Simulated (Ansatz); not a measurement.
Co in the hcp (Mg type) structure (space group P6_3/mmc, No. 194; ferromagnetic)

Co is taken in the hexagonal space group P6₃/mmc (No. 194), the hcp (Mg type) structure, Pearson symbol hP2. Cell: a = 2.4571 Å, b = 2.4571 Å, c = 3.9682 Å, α = 90.00°, β = 90.00°, γ = 120.00°. Co on 2d sees 12 Co at 2.439–2.457 Å (anticuboctahedral). (Neighbours: up to the widest gap in distance over summed covalent radii, below 1.35, at either atom.)

Method: DFT with PBEsol, PAW potentials and a 420 eV plane-wave cutoff in Ansatz (an electronic-structure program), without spin-orbit coupling, earlier PAW set. k-mesh 22×22×12 (Γ-centred); smearing 0.05 eV (Fermi–Dirac).

```yaml
volume_per_atom: 10.37 Å³
density: 9.43 g/cm³
band_gap: zero
magnetic_state: ferromagnetic
total_energy: -5092.998 eV/atom (σ→0; compares only within this code and set-up)
```

Other magnetic orders, which the real material may have, were not ruled out. Stability against distortions was not tested.
